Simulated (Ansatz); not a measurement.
The starting structures come from a database of crystals and need not be the phases stable at ambient conditions.

 Where the default PAW files enter, the runs use the earlier of Ansatz's two default sets.

By LDA, the system below comes out a metal.

Without scattering a metal conducts by its projected Fermi surface.

```
Au
1.0
    2.87048     0.00000     0.00000
   -0.95683     2.70631     0.00000
    0.95683     1.35316     2.34373
Au
1
Cartesian
  0.00000   0.00000   0.00000
```

Space group of this cell: Im-3m, bcc (W type). The cell is taken as given; by LDA its mean pressure is -13.5 GPa.

The current flows along the normal of the first two printed cell vectors, the (110) plane of the conventional cell. No spin-orbit coupling; the value is a mean over 0.1 eV about the Fermi level.

Give the ballistic conductance per area that LDA in Ansatz (an electronic-structure program) yields.

0.84 × 10¹⁵ S/m² for both spins.
